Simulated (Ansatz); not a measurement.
## GaN (space group P6_422, No. 181; a hypothetical phase, not in the database extracts checked)

```xyz
6
Lattice="3.1251 0.0000 0.0000 -1.5626 2.7064 0.0000 0.0000 0.0000 7.3587" Properties=species:S:1:pos:R:3 pbc="T T T"
Ga     0.7813     1.3532     1.2264
Ga     1.5626     0.0000     3.6793
Ga    -0.7813     1.3532     6.1322
N      0.7813     1.3532     4.9058
N      1.5626     0.0000     0.0000
N     -0.7813     1.3532     2.4529
```

Computed with DFT with PBEsol, PAW potentials and a 420 eV plane-wave cutoff in Ansatz (a program for electronic structure), without spin-orbit coupling. Γ-centred 12×12×5 mesh, Fermi–Dirac width 0.05 eV.

| Item | Result |
|---|---|
| Volume per atom | 10.37 Å³ |
| Density | 6.70 g/cm³ |
| Band gap | 1.47 eV, indirect, A → Γ |
| Electron mass | 0.14 mₑ |
| Hole mass | 1.1 mₑ along k, 0.46 mₑ across |
| Lowest conduction-band minima above the VBM | Γ 1.47 eV; M (1/2, 0, 0) 2.85 eV |
| Total energy | -2061.072 eV/atom (σ→0; compares only within this code and set-up) |

Effective masses come from finite differences of ±0.01 Å⁻¹. Along k means along the line from Γ to the band edge. No phonon test of stability was made. The base started in P3_121 and relaxed to P6_422 at this level.
